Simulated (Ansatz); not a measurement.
Ga on the Zn site (wurtzite ZnO host)

Method: PBE, PAW (plane waves to 420 eV; Ansatz, an electronic-structure program). A supercell of 192 sites (4×2×3 repeats of a cell of 8 atoms) was used; the energies come from a 2×2×2 shifted sampling of its zone. Site at the start: the Zn site. Charged cells carry a point-charge image correction with potential alignment at far atoms. Dielectric constants: PBE linear response of the host. Host gap at this level: 0.74 eV. Finite-size and sampling errors can reach tenths of an eV here. PBE underestimates the host's gap, which shifts levels and can delocalise carriers. Spin–orbit coupling is left out. Each state is the lowest found from its start.

Formation energies E_f are given with the Fermi level at the valence-band maximum. Chemical conditions: O-rich (Δμ(Zn) = -2.85 eV, Δμ(Ga) = -4.56 eV, bounded by beta Ga2O3; only phases computed here count, gases as isolated molecules at 0 K); Zn-rich (Δμ(Zn) = 0.00 eV, Δμ(Ga) = -0.29 eV, bounded by beta Ga2O3; only phases computed here count, gases as isolated molecules at 0 K). Reference phases: Ga: alpha gallium, Zn: hcp Zn.

Charges with a result: +1, 0, −1. Others weren't obtained, and one of them could lie lower, also by skipping a charge.

```csv
charge,moment (μB),largest move off a lattice site (Å),image correction with alignment (eV),"E_f, O-rich (eV)","E_f, Zn-rich (eV)"
+1,not spin-polarised,0.11,0.15,-0.26,-1.68
0*,quenched,0.11,–,–,–
−1*,not spin-polarised,0.11,–,–,–
```

* At this level the carrier isn't localised at the defect: at charge 0 electrons occupy the conduction band; at charge −1 electrons occupy the conduction band. Such a state is shallow or no state of the defect, and this cell gives it no level.

Starting moments that weren't kept: charge 0 began with 1 μB and ended with 0.0.

Flagged in the runs: a doubtful potential alignment, a host whose relaxation on this sampling wasn't shown to rest.
